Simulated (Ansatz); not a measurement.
The starting structures come from a database of crystals and need not be the phases stable at ambient conditions.

 Where the default PAW files enter, the runs use the earlier of Ansatz's two default sets.

Evanescent states of Sr(MgSb)2 (P-3m1, not sure to be the ambient phase, 5 atoms a cell, 30.4 Å³ an atom) along the normal of (100)

Level of theory: PBEsol (plane waves, PAW; Ansatz, a quantum-chemistry and plane-wave program).

The gap is the functional's own. No spin-orbit coupling. Mid-gap values are interpolated on the energy grid.

Energies count from the valence-band top; κ is the least over a 6×4 mesh across the current.

```tsv
E (eV)	κ (1/Å)	where
0.03	0.030	Γ
0.09	0.048	Γ
0.15	0.060	Γ
0.21	0.069	Γ
0.27	…	Γ
0.33	…	Γ
0.39	…	Γ
0.45	…	Γ
0.51	…	Γ
0.57	…	Γ
0.63	…	Γ
0.69	…	off Γ
0.75	0.083	off Γ
0.81	0.069	off Γ
0.87	0.050	off Γ
0.93	0.007	off Γ
```

**Question.** What belongs in the gaps?

**Answer.** 
- 0.27, κ (1/Å): 0.076
- 0.33, κ (1/Å): 0.082
- 0.39, κ (1/Å): 0.087
- 0.45, κ (1/Å): 0.091
- 0.51, κ (1/Å): 0.094
- 0.57, κ (1/Å): 0.097
- 0.63, κ (1/Å): 0.099
- 0.69, κ (1/Å): 0.095
